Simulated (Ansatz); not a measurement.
Band structure of ZnS (P6_3mc, 8 atoms in the cell).

```yaml
crystal:
  lattice:
    - [3.88551, 0.00000, 0.00000]
    - [-1.94276, 3.36495, 0.00000]
    - [0.00000, 0.00000, 12.70290]
  atoms:
    - { symbol: Zn, position: [0.66667, 0.33333, 0.74993] }
    - { symbol: Zn, position: [0.33333, 0.66667, 0.24993] }
    - { symbol: Zn, position: [0.00000, 0.00000, 0.50000] }
    - { symbol: Zn, position: [0.00000, 0.00000, 0.00000] }
    - { symbol: S, position: [0.66667, 0.33333, 0.93773] }
    - { symbol: S, position: [0.33333, 0.66667, 0.43773] }
    - { symbol: S, position: [0.00000, 0.00000, 0.68734] }
    - { symbol: S, position: [0.00000, 0.00000, 0.18734] }
```

Level of theory: PBE, PAW files (plane waves; Ansatz, a program for electronic structure).

Settings: basis.ecutwfc = 30.9 Ry; kpoints.mp_grid.grid = 5 5 2; hamiltonian.xc = pbe; hamiltonian.pseudopotentials = {kind: paw} (the program's default PAW files); scf.occupations.method = fixed; kpoints.band_path.npoints = 8.

The starting cell comes from a database of computed structures (which also holds hypothetical and non-ambient phases and stackings), without a prior relaxation at this level. Its lattice was rescaled by a random factor within 2.5 % of one.

Task: Predict the gap along the standard path and the places of the band edges.

Result: The gap along the path is 1.92 eV, direct at Γ to within 0.01 eV.

Levels in eV from the top of the valence band on the path, bands 33 to 40:
```json
[
 {"point": "Γ", "33": "-0.42", "34": "-0.03", "35": "0.00", "36": "0.00", "37": "1.92", "38": "3.08", "39": "3.23", "40": "3.46"},
 {"point": "M", "33": "-1.47", "34": "-1.45", "35": "-1.01", "36": "-0.80", "37": "3.26", "38": "3.39", "39": "3.77", "40": "4.33"},
 {"point": "K", "33": "-2.12", "34": "-1.61", "35": "-1.61", "36": "-1.22", "37": "4.44", "38": "4.86", "39": "4.86", "40": "5.28"},
 {"point": "A", "33": "-0.13", "34": "-0.13", "35": "-0.13", "36": "-0.13", "37": "2.78", "38": "2.78", "39": "3.20", "40": "3.20"},
 {"point": "L", "33": "-1.38", "34": "-1.38", "35": "-1.01", "36": "-1.01", "37": "3.67", "38": "3.67", "39": "3.98", "40": "3.98"},
 {"point": "H", "33": "-1.66", "34": "-1.66", "35": "-1.47", "36": "-1.47", "37": "4.41", "38": "4.41", "39": "5.06", "40": "5.06"}
]
```

Keys are those of Ansatz 0.2.
